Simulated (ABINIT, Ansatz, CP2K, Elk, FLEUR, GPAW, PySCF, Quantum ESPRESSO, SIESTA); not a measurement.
## One structure in several programs: Se (P3_121, 3 atoms in the cell)

Self-consistent single point.

```
Se
1.0
    2.21035    -3.82843     0.00000
    2.21035     3.82843     0.00000
    0.00000     0.00000     5.00742
Se
3
Direct
  0.00000   0.22500   0.66667
  0.77500   0.77500   0.00000
  0.22500   0.00000   0.33333
```

Shared settings, as Ansatz (an electronic-structure program) writes them: kpoints.mp_grid.grid = 6 6 5; scf.occupations.method = fermi_dirac; scf.occupations.width = 0.01 eV. Potentials and cutoffs stand in the table.

| code | model | pressure (GPa) | largest force (eV/Å) | gap on the mesh (eV) | cutoff |
|---|---|---|---|---|---|
| GPAW | PBEsol, GPAW PAW datasets PBEsol (made by gpaw-setup) | -1.58 | 0.023 | 1.255 | 550 eV |
| Elk | PBEsol, all-electron FP-LAPW, Elk's shipped species files, default APW+lo basis | – | – | 1.256 | default |
| FLEUR | PBEsol, all-electron FLAPW (FLEUR), scalar-relativistic valence | – | 0.156 | 1.281 | Kmax 3.8 1/bohr |
| ABINIT | PBEsol, norm-conserving pseudopotentials (PseudoDojo nc-sr-04 PBEsol standard) | -1.55 | 0.023 | 1.248 | 43 Ha |
| CP2K | PBEsol, GPW, DZVP-MOLOPT-SR-GTH basis, GTH-PBE potentials (GTH_POTENTIALS) | -0.08 | 0.353 | 1.228 | grid 400 Ry |
| Quantum ESPRESSO | PBEsol, SSSP 1.1.2 efficiency (PBE) pseudopotentials | -1.54 | 0.015 | 1.256 | 40 Ry |
| Ansatz | PBEsol, default PAW files made with PBE | -1.59 | 0.042 | 1.258 | default |
| SIESTA | GGA PBEsol, numerical atomic orbitals TZP, PseudoDojo PBEsol standard norm-conserving potentials (rewritten from UPF to PSML) | 3.69 | 1.460 | 1.238 | grid 350 Ry |
| PySCF | PBESOL, Gaussian basis gth-dzvp-molopt-sr, GTH pseudopotentials gth-pbe, FFT density fitting with multigrid | – | – | 1.228 | grid 50 Ha |

A dash marks a value that a program does not give, or that is left out as unsure.

Gaps are read on the mesh.

The spread over the programs that give each value: pressure within 5.28 GPa; largest force within 1.445 eV/Å; gap on the mesh within 0.053 eV.

CP2K, SIESTA and PySCF use small atom-centred bases, whose incompleteness enters pressures, forces and empty levels differently from a plane-wave cutoff. Elk and FLEUR treat all electrons, but the usual bases taken here (sphere radii, linearisation, local orbitals, empty states) were not tested for convergence, so the values are no reference for the others. Ansatz's pressure is given at a fixed set of plane waves, as the other plane-wave codes print theirs. In the pressure, CP2K (by 1.49) and SIESTA (by 5.25) lie more than 1 GPa from the median of the plane-wave programs. In the force vectors, FLEUR (by 0.179), CP2K (by 0.376) and SIESTA (by 1.483) lie more than 0.08 eV/Å from the median of the plane-wave programs.

The starting cell has typed, rounded lattice constants, without a prior relaxation at this level. Its lattice was rescaled by a random factor within 2.5 % of one.

Keys are those of Ansatz 0.2.
